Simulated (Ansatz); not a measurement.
Functionals compared on the (10-12) surface of hcp Ru in its 1x1 cell, outermost plane spacing 1.06 Å in the ideal cut, in Ansatz (plane waves, PAW). The structure was relaxed with PBE; the other rows are single points on it, each with its references at the same level. Cutoff 420 eV (500 eV for r2SCAN).

Model: 14-atom slab, 10.6 Å thick at the start, 14x6x1 mesh, Fermi-Dirac 0.1 eV, dipole correction, all atoms relaxed; held to the start's symmetry, so lower structures may exist; no spin, no spin-orbit, no U. These notes are the PBE run's.

```
functional  surface energy (J/m²)  work function of the top face (eV)           rough cost of the single point
----------  ---------------------  ----------------------------------  ---------------------------------------
PBE                          3.07                                4.58                                        –
LDA                          3.72                                4.93              very roughly 3 core-minutes
PBEsol                       3.53                                4.69            around 3 core-minutes (rough)
RPBE                         2.81                                4.42  about 2.9 core-minutes (a rough figure)
r2SCAN                       3.31                                4.58            around 5 core-minutes (rough)
```

Ansatz is a first-principles code.
